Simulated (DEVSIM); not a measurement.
# Ge p-n junction from an implanted or diffused profile

System: Ge p-n junction from an implanted or diffused profile, at 300 K.

| layer (left to right) | material | thickness (μm) | Nd (cm⁻³) | τn (s) | τp (s) |
|---|---|---|---|---|---|
| 1 | Ge | 140 | 4.4e14 | 2.6e-7 | 2.6e-7 |

Added acceptor profile: 5.3e17 cm⁻³ × exp(−(x − 0 μm)²/(2·(0.072 μm)²)). Left contact: ohmic. Right contact: ohmic. Voltage is applied to the left contact. Recombination: SRH at mid-gap, radiative. Mobility is μmin + (μ − μmin)/(1 + (N/Nref)^α).

Constants are typed, rounded textbook-type inputs, not results; the design itself was drawn at random and stands for no fabricated device. Values at 300 K.

```
parameter           Ge
-------------  -------
gap (eV)         0.664
affinity (eV)        4
permittivity        16
Nc (cm⁻³)      1.04e19
Nv (cm⁻³)         6e18
μn (cm²/Vs)       3900
μp (cm²/Vs)       1900
μn,min             150
μp,min             100
Nref,n          2.6e17
Nref,p            4e17
αn                0.56
αp                 0.6
B (cm³/s)      6.4e-14
```

Simulated with DEVSIM: 1D drift-diffusion, Boltzmann statistics, complete ionisation; no tunnelling, impact ionisation, image-force lowering or self-heating.

* **Potential step across the device at zero bias**: 0.341 V
* **Dark forward voltage at 1 A/cm²**: 0.194 V
* **Dark forward voltage at 100 A/cm²**: 0.955 V

Dark forward current:

| V (V) | J (A/cm²) |
|---|---|
| 0.05 | 0.016 |
| 0.10 | 0.11 |
| 0.15 | 0.43 |
| 0.20 | 1.1 |
| 0.25 | 2.3 |
| 0.30 | 4.0 |
| 0.35 | 6.5 |
| 0.40 | 9.6 |
| 0.45 | 14 |
| 0.50 | 18 |
| 0.55 | 24 |
| 0.60 | 30 |
| 0.65 | 37 |
| 0.70 | 45 |
| 0.75 | 54 |
| 0.80 | 64 |
| 0.85 | 75 |
| 0.90 | 86 |
| 0.95 | 99 |
| 1.00 | 110 |
| 1.05 | 130 |
| 1.10 | 140 |
| 1.15 | 160 |
